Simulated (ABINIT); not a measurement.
Input and output of a self-consistent single point for Cu₃Au (Pm-3m, 4 atoms in the cell) (ABINIT).

Computed with PBE, PAW (JTH v2.0 PBE PAW) (plane waves; ABINIT).

The change in words: lattice scaled by 0.98. Reference geometry:
```xyz
4
Lattice="3.7939 0.0000 0.0000 0.0000 3.7939 0.0000 0.0000 0.0000 3.7939" Properties=species:S:1:pos:R:3 pbc="T T T"
Cu     0.0000     1.8969     1.8969
Cu     1.8969     0.0000     1.8969
Cu     1.8969     1.8969     0.0000
Au     0.0000     0.0000     0.0000
```

Reference input (self-consistent single point, DFT, PBE, plane waves, PAW (JTH v2.0 PBE PAW)): pseudos = [Cu.GGA_PBE-JTH.xml, Au.GGA_PBE-JTH.xml]; ecut = 60 Ry; pawecutdg = 120 Ry; pawxcdev = 0; ixc = 11; occopt = 7; tsmear = 0.00183747 Ha; ngkpt = 9 9 9; nshiftk = 1; shiftk = 0 0 0; potentials = JTH v2.0 PBE PAW; nband = 43. This run's input differs from it in these lines:

```diff
@@ -3,3 +3,3 @@
 pseudos "Cu.GGA_PBE-JTH.xml, Au.GGA_PBE-JTH.xml"
-acell 7.1693847011 7.1693847011 7.1693847011
+acell 7.0259960622 7.0259960622 7.0259960622
 rprim
```

Output (repeated stretches shortened):

```
--- !BeginCycle
solver: {iscf: 17, nstep: 80, nline: 4, wfoptalg: 10, }
tolerances: {tolvrs: 1.00E-10, }
...

     iter   Etot(hartree)      deltaE(h)  residm     nres2
 ETOT  1  -621.92397906941    -6.219E+02 4.260E+01 5.690E+01
 ETOT  2  -628.11380385380    -6.190E+00 2.481E-01 2.424E+01
 ETOT  3  -628.03642273157     7.738E-02 7.603E-02 1.107E+01
 ETOT  4  -628.05030468127    -1.388E-02 1.825E-02 6.233E+00
 ETOT  5  -628.04342160643     6.883E-03 7.985E-03 2.706E-01
   [... 34 lines left out ...]
 ETOT 40  -628.05166354224     7.162E-12 1.105E-05 4.780E-10
 ETOT 41  -628.05166354224    -3.411E-13 1.504E-05 5.494E-10
 ETOT 42  -628.05166354224     2.842E-12 1.019E-05 1.236E-09
 ETOT 43  -628.05166354224    -4.661E-12 1.192E-05 3.682E-11
 At SCF step   43       nres2   =  3.68E-11 < tolvrs=  1.00E-10 =>converged.

 Cartesian components of stress tensor (hartree/bohr^3)
  sigma(1 1)= -2.70191977E-04  sigma(3 2)=  0.00000000E+00
  sigma(2 2)= -2.70191977E-04  sigma(3 1)=  0.00000000E+00
  sigma(3 3)= -2.70191977E-04  sigma(2 1)=  0.00000000E+00

 ----iterations are completed or convergence reached----

 reduced coordinates (array xred) for    4 atoms
       0.000000000000      0.500000000000      0.500000000000
       0.500000000000      0.000000000000      0.500000000000
       0.500000000000      0.500000000000      0.000000000000
       0.000000000000      0.000000000000      0.000000000000
 cartesian forces (eV/Angstrom) at end:
    1     -0.00000000000000    -0.00000000000000    -0.00000000000000
   [... lines left out ...]
 Fermi (or HOMO) energy (eV) =   7.75457   Average Vxc (eV)= -12.04013
   [... lines left out ...]
'-kT*entropy'       : -1.97770439013384E-05
total_energy        : -6.28051668841681E+02
total_energy_eV     : -1.70901550447646E+04
...

-Cartesian components of stress tensor (GPa)         [Pressure=  7.9493E+00 GPa]
- sigma(1 1)= -7.94932108E+00  sigma(3 2)=  0.00000000E+00
- sigma(2 2)= -7.94932108E+00  sigma(3 1)=  0.00000000E+00
- sigma(3 3)= -7.94932108E+00  sigma(2 1)=  0.00000000E+00

 Calculation completed.
```

The run converged in 43 iterations. Against the reference run the free energy rises by 16.2 meV/atom and the pressure goes from -1.66 to 7.95 GPa.

The starting cell has typed, rounded lattice constants, without a prior relaxation at this level. Its lattice was rescaled by a random factor within 2.5 % of one. For this run, on top of that: lattice scaled by 0.98. Spin polarisation is off. With a pressure of about 8 GPa the cell is away from its equilibrium volume at this level.

Cost on one core of a shared machine: roughly 10 min.
